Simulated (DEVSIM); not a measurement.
**Si/Ge p-n heterojunction**

Device: Si/Ge p-n heterojunction, at 250 K.

```
layer (left to right)  material  thickness (μm)  Nd (cm⁻³)  Na (cm⁻³)  τn (s)  τp (s)
---------------------  --------  --------------  ---------  ---------  ------  ------
1                            Si           0.250          -     5.4e17  3.4e-6  3.4e-6
2                            Ge            4.70     1.3e17          -  3.4e-6  3.4e-6
```

Left contact: ohmic. Right contact: ohmic. Voltage is applied to the left contact. Recombination: SRH at mid-gap, radiative. Mobility is constant in doping.

The device is made up for the run: typed textbook-type constants, with dimensions and the other settings drawn at random. Values at 300 K; Nc and Nv go as T^1.5, mobilities as T to minus their exponent, the gap by Varshni's rule with the affinity fixed.

```
parameter               Si        Ge
----------------  --------  --------
gap (eV)             1.124     0.664
affinity (eV)         4.05         4
permittivity          11.7        16
Nc (cm⁻³)          2.86e19   1.04e19
Nv (cm⁻³)           3.1e19      6e18
μn (cm²/Vs)           1417      3900
μp (cm²/Vs)            470      1900
T exponent of μn       2.3      1.66
T exponent of μp       2.2      2.33
B (cm³/s)          4.7e-15   6.4e-14
Varshni α (eV/K)  0.000473  0.000477
Varshni β (K)          636       235
```

Model (solved in DEVSIM): 1D drift-diffusion, Boltzmann statistics, complete ionisation; no tunnelling, impact ionisation, image-force lowering or self-heating. Band offsets follow the typed affinities; no thermionic-emission limit at abrupt steps, no polarisation charge.

| Property | Value |
|---|---|
| Potential step across the device at zero bias | 1.016 V |
| Largest field in the device at zero bias | 260000 V/cm |
| Dark forward voltage at 1 A/cm² | 0.415 V |
| Dark forward voltage at 100 A/cm² | 0.624 V |

Dark forward current:

| V (V) | J (A/cm²) |
|---|---|
| 0.05 | 9.9e-7 |
| 0.10 | 1.1e-5 |
| 0.15 | 0.00011 |
| 0.20 | 0.0011 |
| 0.25 | 0.0096 |
| 0.30 | 0.056 |
| 0.35 | 0.22 |
| 0.40 | 0.72 |
| 0.45 | 2.2 |
| 0.50 | 6.7 |
| 0.55 | 20 |
| 0.60 | 60 |
| 0.65 | 180 |
| 0.70 | 510 |
| 0.75 | 1400 |
| 0.80 | 3800 |
